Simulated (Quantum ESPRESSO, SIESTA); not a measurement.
Pressure against volume in zinc-blende BeS (space group 216) (SIESTA, LDA)

```
CELL_PARAMETERS angstrom
      0.00000     2.34030     2.34030
      2.34030     0.00000     2.34030
      2.34030     2.34030     0.00000
ATOMIC_POSITIONS crystal
  Be 0.00000 0.00000 0.00000
  S  0.75000 0.75000 0.75000
```

Method: SIESTA with LDA PW92, numerical atomic orbitals DZP, PseudoDojo LDA standard norm-conserving potentials (rewritten from UPF to PSML). Settings: XC.functional = LDA; XC.authors = PW92; potentials = PseudoDojo LDA standard; PAO.BasisSize = DZP; PAO.EnergyShift = 0.005 Ry; MeshCutoff = 390 Ry; kgrid.MonkhorstPack = 12 12 12; OccupationFunction = FD; ElectronicTemperature = 116.05 K; PAO.Polarization.NonPerturbative = true; MaxSCFIterations = 150; SCF.Mixer.Method = Pulay; SCF.Mixer.Weight = 0.25; SCF.Mixer.History = 8; SCF.DM.Tolerance = 1.0E-05. The cell above is the first row's. The rows scale it uniformly. In all rows fractional positions and the k mesh are held.

```
V (Å^3/atom)  P (GPa)
------------  -------
12.818           7.65
13.096           4.73
13.375           2.06
13.654          -0.38
13.932          -2.54
14.211          -4.56
14.490          -6.33
14.768          -7.97
15.047              ?
```

Fit P of the 8 rows that show it with a cubic. With u = V - 13.8, the rows have u = -0.9820, -0.7040, -0.4250, -0.1460, 0.1320, 0.4110, 0.6900, 0.9680. Least squares gives P = -1.543 - 7.8489·u + 1.3973·u² - 0.1482·u³. Residuals (row less fit): -0.002, 0.003, 0.003, -0.013, 0.015, -0.017, 0.012, -0.004; standard error 0.015 (degrees of freedom: 4). The fitted pressure is zero at V0 = 13.61, where dP/dV = -8.396, so B0 = -V0·dP/dV = 114 GPa.

Q: Predict the withheld P at V = 15.047 from the fit, and compare with the calculation.

A: u = 1.2470, so P = -1.543 - 7.8489 × 1.2470 + 1.3973 × 1.2470² - 0.1482 × 1.2470³ = -9.445 GPa. The calculation gives -9.49 GPa, 0.045 GPa below the prediction (0.3 % of the range of P in the table). The row lies outside the fitted rows, so this is an extrapolation. From the scatter of the fitted rows alone, a prediction at this place has a standard error of 0.039 GPa, so the miss is 1.1 times that.

Carrying the step between the two nearest rows on in a straight line would have given -9.62, off by 0.13; series whose last step already gives the withheld value aren't shown. The scan was laid around a cell of about the measured size, scaled by a guess for this functional. The runs keep the symmetry of the cell, so they don't test it for distortions. A plane-wave scan with the same functional (Quantum ESPRESSO, GBRV) gives V0 = 13.80 Å^3/atom and B0 = 102 GPa; a Birch-Murnaghan fit to all rows here lies -1.4 % from it in V0 and 12 % in B0; the two differ in basis, and may differ in potentials and mesh. Values carry the incompleteness of an atom-centred basis. Cutoffs and mesh are single choices, not tested for convergence of this quantity. Series with a scatter that would blur these digits, or in which a gap closes, are not shown.
